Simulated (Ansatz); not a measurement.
The reference is SrSi$_{2}$ (space group P4_132, No. 213; a = 6.491 Å). Axes: x, y, z lie along the cube axes.

The values are results of Ansatz (a program for electronic structure) PBEsol, scalar-relativistic without spin-orbit coupling, not measurements.

Strains are applied to the cell and any free atomic positions relax; under biaxial strain the out-of-plane vector relaxes too.

One change was made to it. Results:

The energy increases by 3.9 meV/atom; the pressure (mean of the normal stresses, compression positive) goes from zero to -1.4 GPa.

Task: Which of these changes matches the shifts?
A. strain tensor (xx, yy, zz, yz, xz, xy) = (−0.50, +2.09, +0.87, +0.18, +0.60, −0.22) %
B. tensor shear ε_xz = −1.52 %
C. strain tensor (xx, yy, zz, yz, xz, xy) = (−2.38, +0.65, +0.75, −0.18, +0.83, −0.44) %
D. biaxial strain +0.72 %, plane normal [001], relaxed out of plane

Result: A, strain tensor (xx, yy, zz, yz, xz, xy) = (−0.50, +2.09, +0.87, +0.18, +0.60, −0.22) %. For comparison, the pressure in the other runs: tensor shear ε_xz = −1.52 % gives 0.1 GPa; strain tensor (xx, yy, zz, yz, xz, xy) = (−2.38, +0.65, +0.75, −0.18, +0.83, −0.44) % gives 0.7 GPa; biaxial strain +0.72 %, plane normal [001], relaxed out of plane gives -0.3 GPa.

No phonon test of stability was made. The final runs are not spin-polarised.
